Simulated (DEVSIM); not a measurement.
Device: Au/AlN/SiO2/p-Si capacitor, at 300 K.

```csv
layer (left to right),material,thickness (nm),Na (cm⁻³)
1,AlN,5.00,-
2,SiO2,0.580,-
3,Si,2600,4.8e16
```

Metal gate on the left, work function 5.1 eV. Fixed charge at the semiconductor interface 0 cm⁻² (in units of +e); interface traps 1e12 cm⁻² eV⁻¹, uniform in energy, neutral level at 0.5 of the gap above the valence band.

Constants are typed, rounded textbook-type inputs, not results; the design itself was drawn at random and stands for no fabricated device. Values at 300 K.

```csv
parameter,AlN,SiO2,Si
gap (eV),6.1,9,1.124
affinity (eV),1.9,0.9,4.05
permittivity,8.5,3.9,11.7
Nc (cm⁻³),-,-,2.86e19
Nv (cm⁻³),-,-,3.1e19
```

Simulated with DEVSIM: 1D Poisson equation in equilibrium, Boltzmann statistics, complete ionisation; no quantum confinement or tunnelling. Metal contacts follow the ideal Schottky-Mott rule: no Fermi-level pinning, no interface dipoles.

### Question
Give the band bending (positive: bands bend down) and minority sheet density.

### Answer

```tsv
Vg (V)	ψs (V)	minority carriers (cm⁻²)
-0.5	-0.158	< 1e8
-0.2	-0.105	< 1e8
0.1	0.039	< 1e8
0.4	0.271	< 1e8
0.7	0.517	< 1e8
1	0.766	4.5e9
1.3	0.918	9.1e11
```
